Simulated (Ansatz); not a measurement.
The parent structure is MoSi₂ (space group I4/mmm, No. 139; a = 3.217 Å, c = 7.873 Å).

Level of theory: Ansatz (an electronic-structure program) PBE, spin-orbit coupling left out.

```json
[
 {"level": "PBE", "lattice parameter a": "3.217 Å", "lattice parameter c": "7.873 Å"}
]
```

Measured: lattice parameter a 3.20519 Å (temperature not stated; as listed in Orest Pavlosiuk et al., Phys. Rev. B (2022)); lattice parameter c 7.84461 Å (temperature not stated; as listed in Orest Pavlosiuk et al., Phys. Rev. B (2022)).

Computed minus measured — lattice parameter a: PBE +0.4 %; lattice parameter c: PBE +0.4 %. Measured values not marked as corrected hold thermal and zero-point effects that the static-lattice runs lack.

Stability against distortions was not tested. The final runs are not spin-polarised.
